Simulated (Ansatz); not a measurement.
Consider Ti in the hcp (Mg type) structure (space group P6_3/mmc, No. 194; a = 2.936 Å, c = 4.637 Å).

All numbers come from Kohn–Sham DFT with the r2SCAN functional, run in Ansatz (a first-principles code) with PAW and 500 eV plane waves, no spin-orbit coupling.

Base values:

| Item | Value |
|---|---|
| Lattice parameter a | 5.548 bohr |
| c/a ratio | 1.579 |

It is then changed as follows: cell and atoms relaxed at a pressure of 30 GPa.

**Question.** Predict the new lattice parameter a.

**Answer.** The lattice parameter a decreases by 0.337 bohr, from 5.548 bohr to 5.211 bohr.

**Question.** Predict the new c/a ratio.

**Answer.** The c/a ratio stays essentially unchanged (1.579 against 1.581).

Load acts through the strain it causes; cell and atoms are relaxed under it. Whether these cells are dynamically stable was not tested. No other phases were tried under pressure. The final runs are not spin-polarised.
